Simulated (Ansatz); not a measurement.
# The (302) surface of tetragonal indium in its 1x1 cell, outermost plane spacing 0.51 Å in the ideal cut

All values below come from PBE (plane waves to 420 eV, PAW; Ansatz, a first-principles code).

Slab: 21 atoms, 10.1 Å thick at the start (thin: gaps and levels are the slab's own); k 11x3x1, smearing 0.1 eV, dipole-corrected; all atoms relaxed; symmetry of the start imposed; no spin, no spin-orbit, no U.

```yaml
surface energy (mean of both faces): 0.32 J/m²
surface_energy_before_relaxation: 0.34 J/m²
work_function_of_the_top_face: 3.78 eV
energy_released_by_relaxation: 0.15 eV
cost: roughly 16 core-minutes
```
